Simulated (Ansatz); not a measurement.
Consider Rh in the fcc (Cu type) structure (space group Fm-3m, No. 225; a = 3.8000 Å). Axes: x, y, z lie along the cube axes.

Calculations: r2SCAN (Ansatz, an electronic-structure program), scalar-relativistic without spin-orbit coupling.

For the base:

```
Quantity           Result
---------------  --------
Volume per atom  13.72 Å³
```

Modification: uniaxial stress, 2 GPa tension along z; all other stress components relax to zero.

Problem. How does this affect the volume per atom?

Solution. The volume per atom grows by 0.03 Å³, from 13.72 Å³ to 13.75 Å³.

Load acts through the strain it causes; cell and atoms are relaxed under it. Beyond what the load breaks, stability against distortions was not tested. The final runs are not spin-polarised.
